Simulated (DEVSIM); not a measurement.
Structure: Schottky contact on n-type Si, at 300 K.

| layer (left to right) | material | thickness (μm) | Nd (cm⁻³) | τn (s) | τp (s) |
|---|---|---|---|---|---|
| 1 | Si | 1.10 | 7.4e16 | 0.00059 | 0.00059 |

Left contact: Schottky, work function 4.53 eV, emission velocity 2.8e6 cm/s. Right contact: ohmic. Voltage is applied to the left contact. Recombination: SRH at mid-gap, Auger. Mobility is constant in doping.

The device is made up for the run: typed textbook-type constants, with dimensions and the other settings drawn at random. Values at 300 K.

| parameter | Si |
|---|---|
| gap (eV) | 1.124 |
| affinity (eV) | 4.05 |
| permittivity | 11.7 |
| Nc (cm⁻³) | 2.86e19 |
| Nv (cm⁻³) | 3.1e19 |
| μn (cm²/Vs) | 1417 |
| μp (cm²/Vs) | 470 |
| Cn (cm⁶/s) | 2.8e-31 |
| Cp (cm⁶/s) | 9.9e-32 |

Simulated with DEVSIM: 1D drift-diffusion, Boltzmann statistics, complete ionisation; no tunnelling, impact ionisation, image-force lowering or self-heating. Metal contacts follow the ideal Schottky-Mott rule: no Fermi-level pinning, no interface dipoles.

Task: Give the small-signal capacitance in reverse bias (quasi-static).

Result: 
```json
[
 {"V (V)": "-0.2", "C (nF/cm²)": "111"},
 {"V (V)": "-0.5", "C (nF/cm²)": "87.6"},
 {"V (V)": "-1", "C (nF/cm²)": "68.7"},
 {"V (V)": "-1.5", "C (nF/cm²)": "58.4"},
 {"V (V)": "-2", "C (nF/cm²)": "51.7"}
]
```
